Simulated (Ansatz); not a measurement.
Response to strain in WSe2

Base system: WSe2 (space group P6_3/mmc, No. 194; a = 3.2305 Å, c = 12.4111 Å; layered, stacked along the Cartesian z axis). Axes: x lies along a and z along c of the hexagonal cell.

Strains are applied to the cell and any free atomic positions relax; under biaxial strain the out-of-plane vector relaxes too.

Computed with PBEsol-D3(BJ) (Ansatz, a first-principles code; PAW; 420 eV plane waves; spin-orbit coupling left out).

```json
[
 {"biaxial strain, plane normal [001], relaxed out of plane (%)": "-3", "out-of-plane strain (%)": "1.26"},
 {"biaxial strain, plane normal [001], relaxed out of plane (%)": "-2.4", "out-of-plane strain (%)": "?"},
 {"biaxial strain, plane normal [001], relaxed out of plane (%)": "-1.8", "out-of-plane strain (%)": "0.75"},
 {"biaxial strain, plane normal [001], relaxed out of plane (%)": "-1.2", "out-of-plane strain (%)": "0.49"},
 {"biaxial strain, plane normal [001], relaxed out of plane (%)": "-0.6", "out-of-plane strain (%)": "0.24"},
 {"biaxial strain, plane normal [001], relaxed out of plane (%)": "0", "out-of-plane strain (%)": "0.00"}
]
```

### Question
Fit ε⊥ = −νε + γε² (strains in %) to the rows shown and predict the withheld row.

### Answer
Least squares on the printed values gives ν = 0.40 (the biaxial Poisson response) and γ = 0.006 (largest residual 0.01 %); this predicts 1.00 %, and the run gives 1.00 %, in agreement.

Whether these cells are dynamically stable was not tested.
